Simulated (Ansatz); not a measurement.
Bond-angle distributions (per cent of the angles at each element, bins of 10°) of a relaxed model of amorphous Zr20O41Li2 at 5.21 g/cm³. Computed with PBE, scalar-relativistic without spin-orbit coupling (plane waves to 420 eV, PAW; Ansatz, an electronic-structure program).

The cell was made by melting and quenching with the CHGNet potential and then relaxed with DFT. O atoms were pushed apart under 1.9 Å during the dynamics, to hinder bonds among them. The hot cell started wider than the set density and was brought back towards it in steps. It is the lowest in DFT energy of 2 quenches. It is a model cell: composition and starting density were chosen by hand, and all elements were melted together. No dispersion term was used. Its density started from a set value of 5.21 and ended at 5.21 g/cm³. The simulated quench (nominally 450 K/ps over its main leg) is rapid and tends to freeze in more defects than a deposited or slowly cooled glass has. Values belong to this one cell and scatter from quench to quench. The volume was held where the preparation left it and the shape relaxed, at a PBE pressure of -4.0 GPa (tension). Stress components on the final sampling reach 4.0 GPa.

Neighbours within Zr-Zr 3.41 Å, Zr-O 2.78 Å, Zr-Li 3.14 Å, O-O 1.58 Å, O-Li 2.33 Å, Li-Li 2.86 Å count as bonded. Two cations that share two anions don't count as bonded, nor two that share one unless they lie closer than Zr-Zr 3.32 Å, Zr-Li 3.05 Å, Li-Li 2.78 Å.

```tsv
angle (°)	at Zr	at O
50-60	0	0
60-70	7	0
70-80	28	0
80-90	18	8
90-100	6	21
100-110	5	32
110-120	5	10
120-130	6	8
130-140	9	9
140-150	10	6
150-160	4	4
160-170	1	1
170-180	1	0
```

They go with these counts of neighbours within the cut-offs, cation contacts included: Zr mean 6.8, most often 7; O mean 3.5, most often 4.
